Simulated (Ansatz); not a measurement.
Partial pair distribution functions of a relaxed model of amorphous Cu$_{24}$Zr$_{24}$, broadened by 0.06 Å; density 7.26 g/cm³. Calculation: PBE, scalar-relativistic without spin-orbit coupling (plane waves to 420 eV, PAW; Ansatz, a quantum-chemistry and plane-wave program).

The cell was made by melting and quenching with the CHGNet potential and then relaxed with DFT. The hot cell started wider than the set density and was brought back towards it in steps. It is the lowest in DFT energy of 3 quenches. It is a model cell: composition and starting density were chosen by hand, and all elements were melted together. No dispersion term was used. Its density started from a set value of 7.20 and ended at 7.26 g/cm³. The simulated quench (nominally 110 K/ps over its main leg) is rapid and tends to freeze in more defects than a deposited or slowly cooled glass has. One small periodic cell is one sample of the glass; other quenches scatter about these values. Volume and shape were free in the relaxation. On a 2×2×2 Γ-centred mesh force components of up to 0.21 eV/Å stay, since the relaxation ran on one k-point at (1/4, 1/4, 1/4).

| r (Å) | g Zr-Zr | g Cu-Zr | g Cu-Cu |
|---|---|---|---|
| 2.20 | 0.00 | 0.00 | 0.01 |
| 2.30 | 0.00 | 0.00 | 0.32 |
| 2.40 | 0.00 | 0.00 | 2.22 |
| 2.50 | 0.00 | 0.16 | 4.69 |
| 2.60 | 0.01 | 1.85 | 4.00 |
| 2.70 | 0.15 | 4.95 | 2.36 |
| 2.80 | 0.28 | 6.39 | 1.06 |
| 2.90 | 0.43 | 3.52 | 0.34 |
| 3.00 | 1.47 | 1.98 | 0.20 |
| 3.10 | 3.00 | 1.60 | 0.20 |
| 3.20 | 3.41 | 1.00 | 0.19 |
| 3.30 | 3.86 | 0.54 | 0.13 |
| 3.40 | 2.66 | 0.53 | 0.12 |
| 3.50 | 1.66 | 0.33 | 0.07 |
| 3.60 | 1.01 | 0.51 | 0.13 |
| 3.70 | 0.86 | 0.40 | 0.29 |
| 3.80 | 0.81 | 0.20 | 0.64 |
| 3.90 | 0.52 | 0.21 | 0.75 |
| 4.00 | 0.21 | 0.27 | 0.84 |
| 4.10 | 0.14 | 0.38 | 1.14 |
| 4.20 | 0.19 | 0.31 | 1.51 |
| 4.30 | 0.24 | 0.68 | 1.52 |
| 4.40 | 0.36 | 0.92 | 1.44 |
| 4.50 | 0.63 | 0.92 | 1.30 |
| 4.60 | 0.78 | 1.22 | 0.93 |

Within 4.04 Å each Zr has 8.00 Zr neighbours on average.
